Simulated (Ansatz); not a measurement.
Ansatz (a first-principles code) runs on several systems. Levels: (1) DFT, r2SCAN, plane waves, its default PAW files; (2) DFT, PBE, plane waves, its default PAW files, spin-polarised; (3) DFT, PBEsol, plane waves, its default PAW files; (4) DFT, PBE, plane waves, its default PAW files; (5) DFT, LDA, plane waves, its default PAW files. Common settings: task = single point, kind of files = paw, scf.occupations.method = fermi_dirac, scf.occupations.width = 0.05 eV, output.forces = true, binding of workers (--pin) = off, k-point pools (--kpoint-pools) = 1, memory maximum (--max-ram) = 8GiB, accuracy = medium (default), basis.precision = auto (default), scf.eigensolver.kind = auto (default), scf.mixing.algorithm = auto (default), scf.mixing.preconditioner = auto (default), scf.lower_state_search = light (default).

One run each, counts alone. The counts of a restarted run leave out the earlier run.

```
no.                                                                                                                                                              system                            kind  level  kpoints.mp_grid.grid  hamiltonian.xc  magnetization.spin_polarized  cell edges (Å)  k-points after symmetry  bands at the start  electrons     layout  SCF iterations
---  ------------------------------------------------------------------------------------------------------------------------------------------------------------------  ------------------------------  -----  --------------------  --------------  ----------------------------  --------------  -----------------------  ------------------  ---------  ---------  --------------
1                                                                                             GaAsO4 (from the phase in space group 152, mp-3996) (O12Ga3As3), 18 atoms                  compound, bulk    (1)                 4×4×2          r2scan                       not set    5.0×5.0×11.5                        8                  96        156  4 threads               7
2                       FeSi (from the phase in space group 198, mp-871) (Si4Fe4), 8 atoms, spin-polarised from a ferromagnetic start (4 μB on Fe), ending non-magnetic  compound, bulk, spin-polarised    (2)                 6×6×6             pbe                          true     4.4×4.4×4.4                       24                  58         80  4 threads              17
3                                                                                         Cs2YTlF6 (from the phase in space group 225, mp-1112482) (F6YCs2Tl), 10 atoms                  compound, bulk    (3)                 4×4×4          pbesol                       not set     6.8×6.8×6.8                        8                  52         84  4 threads               6
4                         Cs4Cu(SbCl6)2 (from the phase in space group 12, mp-2646918) (Cl12CuSb2Cs4), 19 atoms, spin-polarised from a ferromagnetic start (1 μB on Cu)  compound, bulk, spin-polarised    (4)                 4×4×2             pbe                          true    7.7×7.7×13.6                       14                 104        169  4 threads              19
5                                                                                                Na2SO4 (from the phase in space group 70, mp-4770) (O8Na4S2), 14 atoms                  compound, bulk    (1)                 6×6×6          r2scan                       not set     7.8×6.8×5.7                       46                  62         96  4 threads               7
6    Co2Ge, atoms displaced (from the phase in space group 194, mp-1667) (Co4Ge2), 6 atoms, spin-polarised from a ferromagnetic start (3 μB on Co), ending non-magnetic  compound, bulk, spin-polarised    (5)                 6×6×4             lda                          true     4.0×4.0×5.0                       76                  65         96  4 threads              21
```

Changes, each made alone in every run:
A. checkpoint.read: not set → first.ck; earlier_run: none (default) → first_atom_moved_ang=0.1 orbitals_saved=false
B. checkpoint.read: not set → first.ck; earlier_run: none (default) → first_atom_moved_ang=0.03 orbitals_saved=false

Task: Predict, system by system, whether each change lowers, keeps or raises the SCF iterations (bar: a quarter, and three at the least).

Result: 
- A helps for 2, 4 and costs for 6; within the bar: 1, 3, 5. Ratios by kind (compound, bulk: 0.86 to 1.0; compound, bulk, spin-polarised: 0.35 to 1.3).
- B helps for 2, 4 and costs for no system; within the bar: 1, 3, 5, 6. Ratios by kind (compound, bulk: 0.71 to 0.86; compound, bulk, spin-polarised: 0.29 to 1.0).

| no. | before | A (ratio) | B (ratio) |
|---|---|---|---|
| 1 | 7 | 7 (1.0) | 6 (0.86) |
| 2 | 17 | 6 (0.35) | 5 (0.29) |
| 3 | 6 | 6 (1.0) | 5 (0.83) |
| 4 | 19 | 8 (0.42) | 8 (0.42) |
| 5 | 7 | 6 (0.86) | 5 (0.71) |
| 6 | 21 | 27 (1.3) | 22 (1.0) |

Pairs with a ratio agree in their result (bars such as 1.0 meV/atom in energy, 10 meV/Å in forces (largest component), 0.020 μB/atom in magnetization, 0.020 μB/atom in absolute magnetization).

Keys are those of Ansatz 0.2.
